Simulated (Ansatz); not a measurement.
Given:

End structure of Li on the 1x1 (111) surface of fcc Pt, one in a 2x2 cell, started at the site 'bridge Pt-Pt (span 2.8 Å)':

```xyz
17
Lattice="5.6144 0.0000 0.0000 -2.8072 4.8622 0.0000 0.0000 0.0000 26.0000" Properties=species:S:1:pos:R:3 pbc="T T T"
Pt     0.0000     1.6207     9.5649
Pt    -1.4036     4.0519     9.5649
Pt     2.8072     1.6207     9.5649
Pt     1.4036     4.0519     9.5649
Pt     1.4036     0.8104    11.8668
Pt     0.0000     3.2415    11.8668
Pt     4.2108     0.8104    11.8668
Pt     2.8072     3.2415    11.8668
Pt     0.0107     0.0062    14.1554
Pt    -1.3973     2.4347    14.1432
Pt     2.8176     0.0104    14.1428
Pt     1.4178     2.4349    14.1428
Pt     0.0193     1.6542    16.4655
Pt    -1.3650     4.0519    16.4655
Pt     2.8271     1.6322    16.4782
Pt     1.4059     4.0532    16.4661
Li     0.0210     0.0121    18.4102
```

Model: 17-atom slab, 6.9 Å thick at the start under the adsorbate (thin: gaps and levels are the slab's own), 6x6x1 mesh, Fermi-Dirac 0.1 eV, dipole correction, 8 atoms held, the rest relaxed; symmetry of the start imposed; no spin, no spin-orbit, no U, no dispersion correction. At the end it is bonded to 3 Pt. In PBE it is, or lies within 0.03 eV of, the lowest of the starts that converged.

A negative adsorption energy means that the adsorbate is more stable on the surface than in its reference.

Question: Predict the change of the work function from PBE (Ansatz, a first-principles code).

Answer: -3.03 eV

Question: What change of the step from the bottom to the top vacuum level, against the clean slab does PBE give?

Answer: -3.00 eV

Question: Give the adsorption energy against an atom of bcc Li at the level PBE.

Answer: -1.47 eV

Question: What is the computed work function of the top face (PBE)?

Answer: 2.65 eV
